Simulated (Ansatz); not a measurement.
**Response to strain in hypothetical anatase PbF2**

The parent structure is PbF2 in the anatase structure (space group I4_1/amd, No. 141; a = 4.651 Å, c = 12.853 Å; a hypothetical phase, not in the database extracts checked). Axes: x, y, z lie along a, b, c of the conventional cell.

Strains are applied to the cell and any free atomic positions relax; under biaxial strain the out-of-plane vector relaxes too.

The values are results of PBEsol/PAW in Ansatz (a quantum-chemistry and plane-wave program), no spin-orbit coupling, not measurements.

Notes on the quantities. band gap: an upper bound: an edge found on the path is not a true extremum; the base alone.

```json
[
 {"variant": "base", "shortest interatomic distance": "2.431 Å", "band gap": "3.99 eV"},
 {"variant": "biaxial strain −3.35 %, plane normal [001], relaxed out of plane", "shortest interatomic distance": "2.393 Å", "band gap": "4.00 eV"},
 {"variant": "isotropic strain −0.88 %", "shortest interatomic distance": "2.407 Å", "band gap": "3.92 eV"},
 {"variant": "isotropic strain +3.96 %", "shortest interatomic distance": "2.542 Å", "band gap": "4.20 eV"}
]
```

With Pb present, leaving out spin-orbit coupling can change the band edges. No phonon test of stability was made.
